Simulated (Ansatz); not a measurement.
Cell and atoms of amorphous Ge₁₂Sb₁₂Te₃₀C₆:

```xyz
60
Lattice="12.5547 -0.6907 0.0842 -0.6907 11.0057 -0.0131 0.0842 -0.0131 12.3747" Properties=species:S:1:pos:R:3 pbc="T T T"
Ge     3.5108     9.8792     2.8603
Ge    11.4010     7.1301     6.5014
Ge     6.3213     4.3327     3.0116
Ge     4.0866     0.1418     9.8984
Ge     8.6500     3.5134     0.8502
Ge    -0.2033    10.6249     4.0361
Ge     9.2170     5.1500     4.8975
Ge     4.4853     9.5167     7.1581
Ge     4.8270     3.1476    11.5829
Ge     8.0168     6.4479     2.2791
Ge     6.2096     1.9098     4.0554
Ge     8.2504     7.6308     8.7111
Sb     6.3599     6.5674     5.6839
Sb    11.6994    -0.5060     9.5947
Sb    10.1549     3.3067     9.9319
Sb     9.5853     0.2355     6.0154
Sb     6.3095     5.6634    11.9260
Sb     1.7370     7.1265     8.7799
Sb    10.3188     7.4772     1.2010
Sb     6.0606     1.7229     8.4929
Sb     8.7155    -0.3575     1.4042
Sb     3.0212     2.6395     3.0746
Sb     2.6604     2.6852     8.5939
Sb    12.1660     2.8758     5.0770
Te     6.1642     9.6073     5.1153
Te     8.2421     8.0978    11.6980
Te     0.8808     2.9058    10.8264
Te     5.1544     9.9532    11.4430
Te    12.4612     0.2055     6.6005
Te     2.3453     4.3998     5.2750
Te     4.1519     6.0433     3.0830
Te     9.1055     2.0943     3.0574
Te     5.5351     3.5144     6.2201
Te     9.5553     9.2397     3.5860
Te     8.9157    -0.4624     8.7382
Te     4.9958     0.9794     1.0784
Te     3.8196     5.2566     8.8896
Te     2.4533     4.3597     0.2203
Te    12.2091     4.7263     7.7790
Te     5.8477     7.9225     1.7708
Te     8.0948     1.6945    11.4145
Te     0.2887     1.9454     2.5585
Te    11.0483     7.6555     9.2123
Te     1.7380     7.8395    11.9416
Te     2.4295     8.1606     6.1886
Te     9.2130     3.1224     6.7061
Te     1.1684    10.5266    11.2179
Te     7.7420     4.8136     9.4548
Te     5.4796     7.9339     9.1622
Te    11.4243     5.3078     3.5302
Te     1.1323     8.5875     2.2981
Te    10.9961     4.6155    12.3972
Te     3.2943     0.4192     4.9208
Te    11.2893    -0.3157     0.1640
C      7.3050     4.8462     1.2685
C      8.2915     6.9782     6.7951
C      4.7034     0.1124     8.0644
C      9.4334     6.5842     6.2651
C      4.3419     2.1306     9.9210
C      7.5102     5.6321     4.0609
```

These are PBE-D3(BJ), scalar-relativistic without spin-orbit coupling, PAW (Ansatz default set, large-core Te) (plane waves to 420 eV; Ansatz, a first-principles code) values and carry that method's errors.

A CHGNet melt-quench gave the starting glass, which DFT then relaxed. The hot cell started wider than the set density and was brought back towards it in steps. It is the lowest in DFT energy of 3 quenches. It is a model cell: composition and starting density were chosen by hand, and all elements were melted together. The geometry includes D3(BJ) dispersion. Its density started from a set value of 5.72 and ended at 6.07 g/cm³. The simulated quench (nominally 150 K/ps over its main leg) is rapid and tends to freeze in more defects than a deposited or slowly cooled glass has. One small periodic cell is one sample of the glass; other quenches scatter about these values. Volume and shape were free in the relaxation. On a 2×2×2 Γ-centred mesh force components of up to 0.19 eV/Å stay, since the relaxation ran on one k-point at (1/4, 1/4, 1/4).

Bonds are counted up to Ge-Ge 2.85 Å, Ge-Sb 3.11 Å, Ge-Te 3.18 Å, Ge-C 2.30 Å, Sb-Sb 3.34 Å, Sb-Te 3.42 Å, Sb-C 2.50 Å, Te-Te 3.31 Å, Te-C 2.57 Å, C-C 1.58 Å.

Question: Give the coordination numbers, mean bond lengths and angles.

Answer: 
```json
{
  "Mean coordination of Ge": "4.25 (3 with 3, 4 with 4, 4 with 5, 1 with 6)",
  "Mean coordination of Sb": "4.75 (1 with 3, 3 with 4, 6 with 5, 2 with 6)",
  "Mean coordination of Te": "3.17 (2 with 2, 21 with 3, 7 with 4)",
  "Mean coordination of C": "3.50 (3 with 3, 3 with 4)",
  "Mean Sb-Te bond": "3.067 Å (spread 0.179 Å, 48 counted)",
  "Mean Ge-Te bond": "2.796 Å (spread 0.131 Å, 31 counted)",
  "Mean Te-Te bond": "2.979 Å (spread 0.160 Å, 8 counted)",
  "Mean Ge-C bond": "1.998 Å (spread 0.050 Å, 13 counted)",
  "Bond angle at Ge": "mean 103.0°, spread 26.0°",
  "Bond angle at Sb": "mean 102.4°, spread 29.7°",
  "Bond angle at Te": "mean 104.4°, spread 24.3°",
  "Bond angle at C": "mean 111.7°, spread 13.1°"
}
```

Question: List the pairs of like atoms that count as bonded by the rules above.

Answer: Ge3-Ge11 (2.64 Å), Ge3-Ge10 (2.81 Å), Te27-Te38 (2.82 Å), Te28-Te49 (3.06 Å), Te28-Te36 (2.94 Å), Te30-Te31 (3.28 Å), Te31-Te40 (2.85 Å), Te37-Te49 (3.16 Å), Te44-Te51 (2.88 Å), Te44-Te47 (2.84 Å), C56-C58 (1.32 Å).
